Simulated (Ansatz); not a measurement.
Take AlN in the wurtzite structure (space group P6_3mc, No. 186; a = 3.0888 Å, c = 4.9433 Å) as the base. Axes: x lies along a and z along c of the hexagonal cell.

Computed with LDA (Ansatz, a first-principles code, PAW, no spin-orbit coupling).

Base values:

| Quantity | Result |
|---|---|
| Gap character | direct at Γ |
| Band gap | 4.42 eV |
| Electron mass | 0.32 mₑ (at Γ) |

The change: the cell is stretched by 3.00 % along z with no lateral relaxation, atoms relaxed at fixed cell.

**Question.** Estimate the effect on the gap character.

**Answer.** The gap character is still direct at Γ.

**Question.** Predict the new band gap.

**Answer.** The band gap shrinks by 0.16 eV, from 4.42 eV to 4.26 eV.

**Question.** What does the calculation give for the stress after the change?

**Answer.** The stress (xx, yy, zz, yz, xz, xy; compression positive) comes out as (-2.86, -2.86, -11.05, 0.00, 0.00, 0.00) GPa.

**Question.** Predict the new electron mass.

**Answer.** The electron mass becomes 0.28 mₑ along z, 0.32 mₑ across (at Γ) (base: 0.32 mₑ (at Γ)).

The cells carry an imposed strain or load. Effective masses come from finite differences of ±0.01 Å⁻¹. Whether these cells are dynamically stable was not tested.
